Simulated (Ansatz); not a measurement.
The decay constant κ of evanescent states in the gap governs leakage through a thin film.

Input:

```
CELL_PARAMETERS angstrom
      3.14031     0.00000     0.00000
      0.00000     3.14031     0.00000
      1.57016     1.57016     2.22053
ATOMIC_POSITIONS crystal
  Si 0.75000 0.25000 0.50000
  C  0.00000 0.00000 0.00000
```

The cell is strained (all lengths scaled by 1.02); by r2SCAN it stands under a pressure of -11.7 GPa.

Transport runs along the normal of the first two printed cell vectors, the (001) plane of the conventional cell.

The gap is the functional's own, uncorrected, and κ follows it; spin-orbit coupling is left out. Mid-gap means the computed energy nearest the middle.

### Question
Predict the band gap and the smallest decay constant κ at mid-gap from r2SCAN (Ansatz, an electronic-structure program).

### Answer
Gap 1.75 eV on a 14×14×14 mesh; κ = 0.217 1/Å, at (0.500, 0.500) of the in-plane reciprocal vectors. At the zone centre the slowest state has κ = 0.25 1/Å.
